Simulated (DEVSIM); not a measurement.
Structure: Ru/Al2O3/n-Ge capacitor, at 300 K.

```tsv
layer (left to right)	material	thickness (nm)	Nd (cm⁻³)
1	Al2O3	3.30	-
2	Ge	340	3e18
```

Metal gate on the left, work function 4.7 eV. Fixed charge at the semiconductor interface 2.8e10 cm⁻² (in units of +e); interface traps 1.2e11 cm⁻² eV⁻¹, uniform in energy, neutral level at 0.3 of the gap above the valence band.

The device is made up for the run: typed textbook-type constants, with dimensions and the other settings drawn at random. Values at 300 K.

| parameter | Al2O3 | Ge |
|---|---|---|
| gap (eV) | 6.8 | 0.664 |
| affinity (eV) | 1.35 | 4 |
| permittivity | 9 | 16 |
| Nc (cm⁻³) | - | 1.04e19 |
| Nv (cm⁻³) | - | 6e18 |

Model (solved in DEVSIM): 1D Poisson equation in equilibrium, Boltzmann statistics, complete ionisation; no quantum confinement or tunnelling. Metal contacts follow the ideal Schottky-Mott rule: no Fermi-level pinning, no interface dipoles.

The interface trap density was swept, all else fixed.

```
interface trap density (cm^-2 eV^-1)  minimum of the low-frequency capacitance (μF/cm²)  flat-band voltage (V)
------------------------------------  -------------------------------------------------  ---------------------
0                                                                                 0.631                   0.67
1e10                                                                              0.632                   0.67
1e11                                                                              0.639                   0.67
1.2e11                                                                            0.641                   0.67
3e11                                                                              0.656                   0.67
1e12                                                                              0.714                   0.69
2e12                                                                              0.790                   0.72
```

From the first row to the last the minimum of the low-frequency capacitance goes from 0.631 to 0.790. From the first row to the last the flat-band voltage goes from 0.67 to 0.72.
